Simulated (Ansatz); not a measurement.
Corundum Ga2O3 (metastable phase), treated with PBE in Ansatz (PAW).

Numerical settings: plane-wave cutoff 520 eV, 8×8×8 k mesh, Fermi–Dirac smearing 0.01 eV, scalar-relativistic PAW data made under PBE.

Cell (measured lattice):

Ga₂O₃ is modelled in the trigonal space group R-3c, hexagonal axes (No. 167), the corundum structure, Pearson symbol hR10. Conventional cell: a = b = 4.9800 Å, c = 13.4300 Å, α = β = 90.00°, γ = 120.00°. Ga on 12c is coordinated by 3 O at 1.924 Å and 3 O at 2.070 Å. O on 18e has 2 Ga at 1.924 Å and 2 Ga at 2.070 Å. (Neighbours: up to the widest gap in distance over summed covalent radii, below 1.35, at either atom; cation-cation and far metal-metal contacts left out.)
(The calculation used a cell of 10 atoms; values per cell refer to that cell.)

Task: Estimate the band gap and smallest direct gap on the k points sampled that the calculation returns.

Result: 
band gap: 2.88 eV (indirect)
smallest direct gap on the k points sampled: 3.14 eV

Note: cell and atoms aren't relaxed at this level (largest force component 0.04 eV/Å, pressure 10.1 GPa).

Spin–orbit coupling is not included.

Computed values are for the static lattice.

Ansatz is a quantum-chemistry and plane-wave program.
